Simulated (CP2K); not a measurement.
Input and output of a self-consistent single point for SbS2 (P1, 6 atoms in the cell) (CP2K).

Method of the run: CP2K with LDA (Pade form), GPW, DZVP-MOLOPT-SR-GTH basis, GTH-PADE potentials (GTH_POTENTIALS).

```
SbS2
1.0
    7.20989     0.00000     0.00000
    2.11399     6.89301     0.00000
   -4.66194    -3.44651     4.28608
Sb S
2 4
Cartesian
  3.59559  -0.02675   2.18670
 -0.04461  -0.04370   0.09103
  5.80224   4.43140   2.30237
 -2.43882   1.02830   4.02618
  1.12495   0.74893   1.94658
  4.88948   0.75483   0.16234
```

Reference input (self-consistent single point, DFT PBEsol, GPW, DZVP-MOLOPT-SR-GTH basis, GTH-PBE potentials (GTH_POTENTIALS)): CUTOFF = 400 Ry; REL_CUTOFF = 50 Ry; SMEAR/METHOD = GAUSSIAN; SIGMA = 0.1 eV; KPOINTS/SCHEME = MONKHORST-PACK 3 3 4; GAMMA_CENTERED = T; XC_FUNCTIONAL = PBE:PBESOL; Sb/BASIS_SET = DZVP-MOLOPT-SR-GTH-q5; Sb/POTENTIAL = GTH-PBE-q5; S/BASIS_SET = DZVP-MOLOPT-SR-GTH-q6; S/POTENTIAL = GTH-PBE-q6; METHOD = GPW. This run's input differs from it in these lines:

```diff
@@ -44,6 +44,3 @@
     &XC
-      &XC_FUNCTIONAL
-        &PBE
-          PARAMETRIZATION PBESOL
-        &END PBE
+      &XC_FUNCTIONAL PADE
       &END XC_FUNCTIONAL
@@ -83,3 +80,3 @@
       BASIS_SET DZVP-MOLOPT-SR-GTH-q5
-      POTENTIAL GTH-PBE-q5
+      POTENTIAL GTH-PADE-q5
     &END KIND
@@ -87,3 +84,3 @@
       BASIS_SET DZVP-MOLOPT-SR-GTH-q6
-      POTENTIAL GTH-PBE-q6
+      POTENTIAL GTH-PADE-q6
     &END KIND
```

Output, abridged:

```
 SCF WAVEFUNCTION OPTIMIZATION

  Step     Update method      Time    Convergence         Total energy    Change
     1 NoMix/Diag. 0.30E+00      -     0.51689039       -52.1560735009 -5.22E+01
     2 Broy./Diag. 0.30E+00      -     0.07027499       -51.7354290636  4.21E-01
     3 Broy./Diag. 0.30E+00      -     0.12577595       -52.0883420253 -3.53E-01
     4 Broy./Diag. 0.30E+00      -     0.01818484       -52.3118688532 -2.24E-01
     5 Broy./Diag. 0.30E+00      -     0.01410343       -52.0768847776  2.35E-01
     6 Broy./Diag. 0.30E+00      -     0.00312075       -52.0582000635  1.87E-02
   [... 10 lines left out ...]
    17 Broy./Diag. 0.30E+00      -     0.00000100       -52.0498225436 -2.91E-06
    18 Broy./Diag. 0.30E+00      -     0.00000023       -52.0498221997  3.44E-07
    19 Broy./Diag. 0.30E+00      -     0.00000041       -52.0498208037  1.40E-06
    20 Broy./Diag. 0.30E+00      -     0.00000008       -52.0498198315  9.72E-07
  *** SCF run converged in    20 steps ***

  Overlap energy of the core charge distribution:               0.00000001553429
  Self energy of the core charge distribution:               -120.62455260839442
  Core Hamiltonian energy:                                     26.25608031769276
  Hartree energy:                                              53.85873877801954
  Exchange-correlation energy:                                -11.53952726608540
  Smearing free energy correction:                             -0.00055906821026
  Fermi energy:                                                 0.04549004793075

  Total energy:                                               -52.04981983150670
  Total energy (extrapolated to sigma->0):                    -52.04954029740157

   [... lines left out ...]

 STRESS| Analytical stress tensor [bar]
 STRESS|                        x                   y                   z
 STRESS|      x        3.97814274772E+03  -1.27511555557E+03   1.27726864842E+04
 STRESS|      y       -1.27511555557E+03  -4.84240775813E+03   9.65153505875E+03
 STRESS|      z        1.27726864842E+04   9.65153505875E+03   4.66619272664E+03
 STRESS| 1/3 Trace                                             1.26730923875E+03
```

The run converged in 20 iterations. Against the reference run the pressure goes from 2.37 to 0.13 GPa and the largest force goes from 1.563 to 1.274 eV/Å.

The starting cell comes from a database of computed structures (which also holds hypothetical and non-ambient phases and stackings), without a prior relaxation at this level. Its atoms were displaced at random from the sites of space group no. 122. Values carry the incompleteness of an atom-centred basis. Forces in this geometry exceed 1 eV/Å. The run gives no clean gap (levels at the Fermi energy touch, overlap or are partly filled at this smearing), which alone does not show that the compound is a metal.
